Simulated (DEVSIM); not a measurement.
System: Schottky contact on n-type InP, at 400 K.

Layer 1 from the left is InP, thickness (μm) 0.510, Nd (cm⁻³) 6e16, τn (s) 7.9e-8, τp (s) 7.9e-8.

Left contact: Schottky, work function 5.1 eV, emission velocity 2e6 cm/s. Right contact: ohmic. Voltage is applied to the left contact. Recombination: SRH at mid-gap, Auger. Mobility is constant in doping.

The device is made up for the run: typed textbook-type constants, with dimensions and the other settings drawn at random. Values at 300 K; Nc and Nv go as T^1.5, mobilities as T to minus their exponent, the gap by Varshni's rule with the affinity fixed.

InP: gap (eV) 1.344, affinity (eV) 4.38, permittivity 12.5, Nc (cm⁻³) 5.7e17, Nv (cm⁻³) 1.1e19, μn (cm²/Vs) 5200, μp (cm²/Vs) 170, T exponent of μn 2, T exponent of μp 2, Cn (cm⁶/s) 9e-31, Cp (cm⁶/s) 9e-31, Varshni α (eV/K) 0.000363, Varshni β (K) 162.

Problem. Estimate by hand the built-in potential, the peak field at zero bias, the capacitance at -1.5 V, and compare with a numerical solution.

Solution. 
- Built-in potential: barrier φB = 0.720 eV; Vbi = φB − kT/q ln(N_band/N) = 0.628 V; numerical 0.628 V.
- Peak field at zero bias: depletion approximation: W = √(2εVbi/(qN)) = 0.120 μm with N = 6.00e16 cm⁻³; field = 2Vbi/W = 104000 V/cm; numerical 101000 V/cm (estimate above by 3.3 %).
- Capacitance at -1.5 V: C = √(qεN / 2(Vbi + |V|)) = 50.0 nF/cm²; numerical 50.4 nF/cm² (estimate below by 0.81 %).

Simulated with DEVSIM: 1D drift-diffusion, Boltzmann statistics, complete ionisation; no tunnelling, impact ionisation, image-force lowering or self-heating. Metal contacts follow the ideal Schottky-Mott rule: no Fermi-level pinning, no interface dipoles.
